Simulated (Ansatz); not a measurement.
Total g(r) from a molecular-dynamics run [in the run: 2×2×2 k-points, which a denser mesh shifts by 0.4 GPa in pressure and 0.03 eV/Å in forces]. Level of theory: PBE (plane waves, PAW; Ansatz, a quantum-chemistry and plane-wave program).

(r (Å), g(r)): (1.02, 0.00); (1.14, 0.00); (1.26, 0.00); (1.38, 0.00); (1.50, 0.00); (1.62, 0.00); (1.74, 0.00); (1.86, 0.00); (1.98, 0.00); (2.10, 0.00); (2.22, 0.00); (2.34, 0.00); (2.46, 0.00); (2.58, 0.05); (2.70, 4.89); (2.82, 9.59); (2.94, 1.06); (3.06, 0.01); (3.18, 0.00); (3.30, 0.00); (3.42, 0.00); (3.54, 0.00); (3.66, 0.00); (3.78, 0.36); (3.90, 1.87)

**Question.** Which system gave this curve?
A. AlN (zinc blende; a metastable form), crystal, 877 K
B. GaN (wurtzite), crystal, 1459 K (so hot that an open crystal may lose its volatile element)
C. Pt (fcc), crystal, 272 K, 6.7 GPa
D. InP (zinc blende), crystal, 860 K

**Answer.** C, Pt (fcc), crystal, 272 K, 6.7 GPa
